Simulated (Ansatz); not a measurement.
# Effective masses and thermopower of SiC (I-4m2)

```
CELL_PARAMETERS angstrom
      0.00000     2.17665     2.18522
      2.17665     0.00000     2.18522
      2.17665     2.17665     0.00000
ATOMIC_POSITIONS crystal
  Si 0.25000 0.25000 0.25000
  C  0.00000 0.00000 0.00000
```

All values below come from PBEsol with spin-orbit coupling, rigid bands (plane waves, PAW; Ansatz, an electronic-structure program). Condition of this run: uniaxial stress zz = -1 GPa (compression positive) (the target of the relaxation). How the cell was made: cell and atoms relaxed with PBEsol, then loaded as said.

The band gap is 1.22 eV, the electron conductivity mass (300 K, dilute) is 0.33 (x), 0.33 (y), 0.25 (z) mₑ and the hole conductivity mass (300 K, dilute) comes out as 0.68 (x), 0.68 (y), 0.72 (z) mₑ. The effective density of states N_c (300 K) is 1.1e19 cm⁻³, the effective density of states N_v (300 K) comes out as 1.0e20 cm⁻³ and the density-of-states mass, electrons comes out as 0.58 mₑ. The density-of-states mass, holes is 2.6 mₑ and the Seebeck coefficient, n-type 1e19 cm⁻³, 300 K is -242 μV/K. The best n-type power factor at 300 K for τ = 10 fs (best axis; densities from 1e16 to 1e21 cm⁻³ tried, whether or not they can be reached) comes out as 7.5 μW/(cm·K²) at 3e19 cm⁻³ and the Seebeck coefficient, p-type 1e19 cm⁻³, 300 K is 439 μV/K. The best p-type power factor at 300 K for τ = 10 fs (best axis; densities from 1e16 to 1e21 cm⁻³ tried, whether or not they can be reached) is 31 μW/(cm·K²) at 3e20 cm⁻³.

Rigid bands; masses and Seebeck coefficients take one relaxation time τ for all states and one kind of carrier; polarons and phonon drag are left out.
